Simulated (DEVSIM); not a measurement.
System: Ni/AlN/n-Ge capacitor, at 250 K.

| layer (left to right) | material | thickness (nm) | Nd (cm⁻³) |
|---|---|---|---|
| 1 | AlN | 13.0 | - |
| 2 | Ge | 16000 | 1.3e15 |

Metal gate on the left, work function 5.1 eV. Fixed charge at the semiconductor interface 0 cm⁻² (in units of +e); no interface traps.

This is a model device: material constants are rounded textbook-type values typed into the input, and sizes, dopings and lifetimes were drawn at random. Values at 300 K; Nc and Nv go as T^1.5, mobilities as T to minus their exponent, the gap by Varshni's rule with the affinity fixed.

| parameter | AlN | Ge |
|---|---|---|
| gap (eV) | 6.1 | 0.664 |
| affinity (eV) | 1.9 | 4 |
| permittivity | 8.5 | 16 |
| Nc (cm⁻³) | - | 1.04e19 |
| Nv (cm⁻³) | - | 6e18 |
| Varshni α (eV/K) | - | 0.000477 |
| Varshni β (K) | - | 235 |

Model (solved in DEVSIM): 1D Poisson equation in equilibrium, Boltzmann statistics, complete ionisation; no quantum confinement or tunnelling. Metal contacts follow the ideal Schottky-Mott rule: no Fermi-level pinning, no interface dipoles.

Question: Tabulate band edges, carrier densities and field at 0.7 V on the gate.

Answer: Energies count from the Fermi level of the right contact; mesh points crowd at the junctions.

| x (μm) | Ec (eV) | Ev (eV) | n (cm⁻³) | p (cm⁻³) | field (V/cm) |
|---|---|---|---|---|---|
| 0.000 | 2.500 | -3.600 | < 1e2 | < 1e2 | -13000 |
| 0.001670 | 2.498 | -3.602 | < 1e2 | < 1e2 | -13000 |
| 0.005299 | 2.493 | -3.607 | < 1e2 | < 1e2 | -13000 |
| 0.01012 | 2.486 | -3.614 | < 1e2 | < 1e2 | -13000 |
| 0.01292 | 2.483 | -3.617 | < 1e2 | < 1e2 | -13000 |
| 0.01464 | 0.381 | -0.301 | 1.6e11 | 3.8e12 | -7100 |
| 0.01908 | 0.378 | -0.305 | 1.9e11 | 3.3e12 | -7100 |
| 0.03720 | 0.366 | -0.317 | 3.4e11 | 1.9e12 | -6800 |
| 0.07735 | 0.340 | -0.343 | 1.1e12 | 5.5e11 | -6200 |
| 0.1869 | 0.281 | -0.402 | 1.7e13 | 3.6e10 | -4600 |
| 0.4642 | 0.204 | -0.478 | 6.0e14 | 1.0e9 | -1200 |
| 1.597 | 0.188 | -0.495 | 1.3e15 | 4.8e8 | ≈ 0 |
| 4.107 | 0.188 | -0.495 | 1.3e15 | 4.8e8 | ≈ 0 |
| 9.913 | 0.188 | -0.495 | 1.3e15 | 4.8e8 | ≈ 0 |
| 14.33 | 0.188 | -0.495 | 1.3e15 | 4.8e8 | ≈ 0 |
| 15.36 | 0.188 | -0.495 | 1.3e15 | 4.8e8 | ≈ 0 |
| 15.76 | 0.188 | -0.495 | 1.3e15 | 4.8e8 | ≈ 0 |
| 15.92 | 0.188 | -0.495 | 1.3e15 | 4.8e8 | ≈ 0 |
| 15.99 | 0.188 | -0.495 | 1.3e15 | 4.8e8 | ≈ 0 |
| 16.00 | 0.188 | -0.495 | 1.3e15 | 4.8e8 | ≈ 0 |
| 16.01 | 0.188 | -0.495 | 1.3e15 | 4.8e8 | ≈ 0 |
| 16.01 | 0.188 | -0.495 | 1.3e15 | 4.8e8 | ≈ 0 |
